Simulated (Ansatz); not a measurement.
# Al: response to strain

Start from Al in the fcc (Cu type) structure (space group Fm-3m, No. 225; a = 3.9937 Å; relaxed with 0.1 eV smearing).

Strains are applied to the cell and any free atomic positions relax.

Method: r2SCAN (Ansatz, a program for electronic structure, PAW, no spin-orbit coupling).

Notes on the quantities. energy relative to the base: free energy F.

```json
[
 {"isotropic strain (%)": "-3", "energy relative to the base (meV/atom)": "41.2"},
 {"isotropic strain (%)": "-2.5", "energy relative to the base (meV/atom)": "28.1"},
 {"isotropic strain (%)": "-2", "energy relative to the base (meV/atom)": "?"},
 {"isotropic strain (%)": "-1.5", "energy relative to the base (meV/atom)": "9.8"},
 {"isotropic strain (%)": "-1", "energy relative to the base (meV/atom)": "4.3"},
 {"isotropic strain (%)": "-0.5", "energy relative to the base (meV/atom)": "1.0"},
 {"isotropic strain (%)": "0", "energy relative to the base (meV/atom)": "0.0"}
]
```

### Question
Fit ΔE = Aε² + Bε³ (ε in %) to the rows shown and predict the withheld row.

### Answer
Least squares on the printed values gives A = 4.12 and B = -0.15 meV/atom (largest residual 0.0 meV/atom); this predicts 17.7 meV/atom, and the run gives 17.7 meV/atom, in agreement.

Whether these cells are dynamically stable was not tested.
